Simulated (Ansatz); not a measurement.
Consider BiB in the zinc blende structure (space group F-43m, No. 216; a = 5.4556 Å; a hypothetical phase, not in the database extracts checked). Axes: x, y, z lie along the cube axes.

Levels (all Ansatz, a program for electronic structure, PAW): PBEsol (420 eV, no spin-orbit coupling); HSE06 (420 eV, no spin-orbit coupling).

Its gap is 0.45 eV with PBEsol and 1.01 eV with HSE06.

One thing is altered: uniaxial stress, 3 GPa compression along x; all other stress components relax to zero.

With PBEsol the gap becomes 0.21 eV.

Question: If the HSE06 correction stayed the same, what would the HSE06 gap be, and what does the HSE06 run give?

Answer: A rigid correction of +0.56 eV gives 0.77 eV. The HSE06 run gives 0.70 eV, so the correction itself changes by -0.07 eV.

Single points use the geometry relaxed with PBEsol. HSE06 gaps are upper bounds (no full band path). Spin-orbit coupling, missing from the scalar runs, can matter with Bi. Load acts through the strain it causes; cell and atoms are relaxed under it. Beyond what the load breaks, stability against distortions was not tested. The zero or small gap of BiB under uniaxial stress, 3 GPa compression along x can change with the level of theory.
